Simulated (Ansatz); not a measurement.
Consider BiB in the zinc blende structure (space group F-43m, No. 216; a = 5.4556 Å; a hypothetical phase, not in the database extracts checked).

The values are results of PBEsol in Ansatz (plane waves to 420 eV, PAW, without spin-orbit coupling), not measurements.

Base values:

The gap character is direct at Γ. The band gap is 0.45 eV. The hole mass is 0.033, 0.23, 0.23 mₑ (at Γ).

It is then changed as follows: a hydrostatic pressure of 100 GPa.

Task: What happens to the gap character, band gap and hole mass?

Result: The gap character changes from direct at Γ to indirect, Γ → Γ–X (78 % along); the band gap shrinks by 0.083 eV (0.45 eV → 0.36 eV); the hole mass (degenerate bands, along [100]) becomes 0.17, 0.17, 0.26 mₑ (at Γ) (base: 0.033, 0.23, 0.23 mₑ (at Γ)).

Spin-orbit coupling, missing from the scalar runs, can matter with Bi. Load acts through the strain it causes; cell and atoms are relaxed under it. Masses are band curvatures over ±0.01 Å⁻¹ around the edge. Whether these cells are dynamically stable was not tested. Competing high-pressure phases were not computed.

Ansatz is a program for electronic structure.
